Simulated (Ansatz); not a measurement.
The reference is Nb in the bcc (W type) structure (space group Im-3m, No. 229).

```
CELL_PARAMETERS angstrom
     -1.65135     1.65135     1.65135
      1.65135    -1.65135     1.65135
      1.65135     1.65135    -1.65135
ATOMIC_POSITIONS crystal
  Nb 0.00000 0.00000 0.00000
```

Computed with plane-wave PAW DFT at the r2SCAN level (Ansatz, an electronic-structure program, 500 eV), no spin-orbit coupling.

Before the change:

* **Lattice parameter a**: 3.303 Å

One thing is altered: every Nb is replaced by V; the structure is relaxed again.

Tabulated Pauling electronegativity and covalent radius: Nb 1.60, 1.64 Å; V 1.63, 1.53 Å.

**Question.** What happens to the lattice parameter a?

**Answer.** The lattice parameter a drops by 0.320 Å (3.303 Å → 2.983 Å).

No phonon test of stability was made. Seeded moments were not kept for Nb → V. The final runs are not spin-polarised.
